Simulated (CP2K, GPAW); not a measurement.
A GPAW input for a self-consistent single point of Ti₃Al (P6_3/mmc, 8 atoms in the cell) (DFT PBEsol, plane waves, GPAW PAW datasets PBEsol (made by gpaw-setup)):

```python
from ase import Atoms
from ase.units import GPa
from gpaw import GPAW

atoms = Atoms(['Ti', 'Ti', 'Ti', 'Ti', 'Ti', 'Ti', 'Al', 'Al'],
              cell=[[5.666083, 0.000000, 0.000000],
                    [-2.833041, 4.906971, 0.000000],
                    [0.000000, 0.000000, 4.564796]],
              positions=[[2.833042, 3.237619, 1.141199],
                         [0.000000, 1.669352, 3.423597],
                         [-1.387340, 4.072295, 3.423597],
                         [4.220382, 0.834676, 1.141199],
                         [1.445701, 0.834676, 1.141199],
                         [1.387341, 4.072295, 3.423597],
                         [-0.000002, 3.271316, 1.141199],
                         [2.833044, 1.635655, 3.423597]],
              pbc=True)

calc = GPAW(mode={'name': 'pw', 'ecut': 850},
            xc='PBEsol',
            kpts=(5, 5, 5),
            occupations={'name': 'fermi-dirac', 'width': 0.1},
            nbands=-16,
            convergence={'density': 1e-05, 'energy': 1e-05},
            symmetry={'symmorphic': False, 'tolerance': 0.0005},
            maxiter=100)

atoms.calc = calc

energy = atoms.get_potential_energy()
print('Energy (eV):', round(energy, 6))
forces = atoms.get_forces()
print('Forces (eV/Ang):')
print(forces.round(5))
stress = atoms.get_stress()
print('Stress (GPa, Voigt):', (stress / GPa).round(4))
```

### Question
Translate this input to CP2K.

### Answer
One input that does it (others would too):

```
&GLOBAL
  PROJECT bulk
  RUN_TYPE ENERGY_FORCE
  PRINT_LEVEL LOW
&END GLOBAL
&FORCE_EVAL
  METHOD Quickstep
  STRESS_TENSOR ANALYTICAL
  &DFT
    BASIS_SET_FILE_NAME BASIS_MOLOPT
    POTENTIAL_FILE_NAME GTH_POTENTIALS
    &QS
      METHOD GPW
      EPS_DEFAULT 1E-10
    &END QS
    &MGRID
      CUTOFF 600
      REL_CUTOFF 50
      NGRIDS 5
    &END MGRID
    &SCF
      SCF_GUESS ATOMIC
      EPS_SCF 1E-6
      MAX_SCF 100
      ADDED_MOS 13
      &DIAGONALIZATION
        ALGORITHM STANDARD
      &END DIAGONALIZATION
      &MIXING
        METHOD BROYDEN_MIXING
        ALPHA 0.3
        NBUFFER 10
        BETA 1.5
      &END MIXING
      &SMEAR ON
        METHOD FERMI_DIRAC
        ELECTRONIC_TEMPERATURE [K] 1160.45
      &END SMEAR
    &END SCF
    &KPOINTS
      SCHEME MONKHORST-PACK 5 5 5
    &END KPOINTS
    &XC
      &XC_FUNCTIONAL
        &PBE
          PARAMETRIZATION PBESOL
        &END PBE
      &END XC_FUNCTIONAL
    &END XC
    &PRINT
      &MO
        EIGENVALUES T
        OCCUPATION_NUMBERS T
        NDIGITS 8
        FILENAME mo
        &EACH
          QS_SCF 0
        &END EACH
        ADD_LAST NUMERIC
      &END MO
      &MULLIKEN OFF
      &END MULLIKEN
    &END PRINT
  &END DFT
  &SUBSYS
    &CELL
      A 5.66608300 0.00000000 0.00000000
      B -2.83304100 4.90697100 0.00000000
      C 0.00000000 0.00000000 4.56479600
      PERIODIC XYZ
    &END CELL
    &COORD
      Ti       2.83304183     3.23761947     1.14119900
      Ti       0.00000017     1.66935153     3.42359700
      Ti      -1.38734001     4.07229523     3.42359700
      Ti       4.22038201     0.83467577     1.14119900
      Ti       1.44570116     0.83467577     1.14119900
      Ti       1.38734084     4.07229523     3.42359700
      Al      -0.00000250     3.27131564     1.14119900
      Al       2.83304450     1.63565536     3.42359700
    &END COORD
    &KIND Ti
      BASIS_SET DZVP-MOLOPT-SR-GTH-q12
      POTENTIAL GTH-PBE-q12
    &END KIND
    &KIND Al
      BASIS_SET DZVP-MOLOPT-SR-GTH-q3
      POTENTIAL GTH-PBE-q3
    &END KIND
  &END SUBSYS
  &PRINT
    &FORCES ON
    &END FORCES
    &STRESS_TENSOR ON
    &END STRESS_TENSOR
  &END PRINT
&END FORCE_EVAL
```

Basis, cutoffs, solver keys and any potentials are the target program's own. This input uses DFT PBEsol, GPW, DZVP-MOLOPT-SR-GTH basis, GTH-PBE potentials (GTH_POTENTIALS).

The starting cell comes from a database of computed structures (which also holds hypothetical and non-ambient phases and stackings), without a prior relaxation at this level. Its lattice was rescaled by a random factor within 2.5 % of one.
